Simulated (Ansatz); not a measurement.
Start from ZnO in the wurtzite structure (space group P6_3mc, No. 186; a = 3.235 Å, c = 5.211 Å).

The values are results of Ansatz (a quantum-chemistry and plane-wave program), r2SCAN, PAW, cutoff 500 eV, scalar-relativistic without spin-orbit coupling, earlier PAW set, not measurements.

Base values:

| Item | Value |
|---|---|
| Gap between the host's bands | 1.23 eV |
| Gap character | direct at Γ |

Now apply this change: 0.331 electrons added to each cell, a density of 7.0×10^21 cm⁻³, with a uniform compensating background at fixed cell and a 300 K Fermi–Dirac width.

Question: Estimate the effect on the Fermi level from band edge, gap between the host's bands and gap character.

Answer: The Fermi level relative to the doped band's edge (positive inside the band; to 0.05 eV) comes out as +2.75 eV; the gap between the host's bands decreases by 0.149 eV (1.23 eV → 1.09 eV); the gap character remains direct at Γ.

Charged cell with a jellium background: band edges are those of the host's band count, energies are not comparable with the neutral cell, and many-body gap narrowing is missing. Gaps are read on the SCF mesh and a high-symmetry path. Whether these cells are dynamically stable was not tested.
